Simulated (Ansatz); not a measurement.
An Ansatz (a program for electronic structure) run: hypothetical cubic perovskite NaCuI3; PBEsol (Ansatz), no spin-orbit coupling.

Input:

Ansatz 0.2 input:
```yaml
crystal:
  lattice:
    - [5.4254788159, 0, 0]
    - [0, 5.4254788159, 0]
    - [0, 0, 5.4254788159]
  atoms:
    - { symbol: Na, position: [0, 0, 0] }
    - { symbol: Cu, position: [0.5, 0.5, 0.5] }
    - { symbol: I, position: [0, 0.5, 0.5] }
    - { symbol: I, position: [0.5, 0.5, 0] }
    - { symbol: I, position: [0.5, 0, 0.5] }
basis: { ecutwfc: 420, ecutrho_ratio: 4, xc_grid: 2, fft_grid_basis: typed }
kpoints: { mp_grid: { grid: [9, 9, 9] } }
hamiltonian:
  xc: pbesol
  dispersion: none
  pseudopotentials: { kind: paw }
scf: { occupations: { method: fermi_dirac, width: 0.05 }, convergence: { dr2_threshold: 0.0000000005 } }
output: { forces: true, stress: true }
```

Output (explanatory and most iteration lines left out):

```
Pseudopotential: Na, paw, valence charge 9
Pseudopotential: Cu, paw, valence charge 19
Pseudopotential: I, paw, valence charge 17
Crystal: 5 atoms, lattice volume = 159.703 Å³
Basis set: ecut = 420 eV, 3119 PW (Γ), exchange–correlation on 80×80×80 points (8 copies of the dense FFT grid, shifted against one another)
Bands: 46, of which v1, the nominal top of the filled ones, is band 40 counted from 1 (39 counted from 0)
Symmetry: 48 space group operations
Space group: Pm-3m (ITA 221), of the structure as read, at distance tolerance 5.4e-5 Å
k-points: 35 of 729
Functional: x = pbesol(κ = 0.804, μ = 0.12345679012345678), c = pbesol(β = 0.046)
SCF iter   1: F=—  HF=-30363.563801 eV  |F-HF|=—  |Δ(HF+E_count)|=         —  Δρ=6.84e-3  dr2=6.40e-2  ethr=1.77e-3  ⟨swp⟩=8.8  Hψ=6900  notcnv=0  defer=8
SCF iter   2: F=—  HF=-30363.572018 eV  |F-HF|=—  |Δ(HF+E_count)|=   8.22e-3  Δρ=9.85e-3  dr2=1.04e-1  ethr=8.10e-5  ⟨swp⟩=2.5  Hψ=3479  notcnv=0  defer=48
SCF 1 converged in 9 iterations: F = -30363.553041 eV  dr2 = 2.06e-12
SCF converged after 9 iterations
Free energy (F): -30363.553041 eV
Internal energy: -30363.539476 eV  (E = F + TS)
E sigma→0 (E₀):  -30363.546259 eV
Entropy (-TS):   -0.013565 eV (-2.713 meV/atom)
Fermi energy:    5.986841 eV
--- Forces (eV/Å), atoms counted from 1 ---
  atom   1  Na    -0.00000000     0.00000000     0.00000000
  atom   2  Cu     0.00000000     0.00000000    -0.00000000
  atom   3  I      0.00000000     0.00000000     0.00000000
  atom   4  I      0.00000000    -0.00000000    -0.00000000
  atom   5  I      0.00000000    -0.00000000     0.00000000
--- Stress (GPa, compression-positive) ---
        0.001510      -0.000000       0.000000
       -0.000000       0.001510       0.000000
       -0.000000       0.000000       0.001510
  P = ⅓ Tr σ = 0.0015 GPa (0.015 kbar)
```

Stability against distortions was not tested. The final runs are not spin-polarised. An odd electron count without spin: NaCuI3. The cell is NaCuI₃ in the cubic perovskite structure (space group Pm-3m, No. 221; a hypothetical phase, not in the database extracts checked). Many cubic perovskites are stable only at high temperature; tilts and polar distortions were not tested.
